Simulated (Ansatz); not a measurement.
# HfSi (Pnma, No. 62)

These are r²SCAN+rVV10 (Ansatz, a program for electronic structure, plane waves, PAW) values and carry that method's errors.

Run with plane-wave cutoff 500 eV, 6×10×8 k mesh (along the axes of the cell as run), Fermi–Dirac smearing 0.05 eV, scalar-relativistic PAW data made under PBE.

Cell: relaxed at this level.

- equilibrium volume per atom: 16.81 Å³/atom
- band gap: none

Spin–orbit coupling is not included.

Computed values are for the static lattice.

The result took very roughly 10 core-minutes.
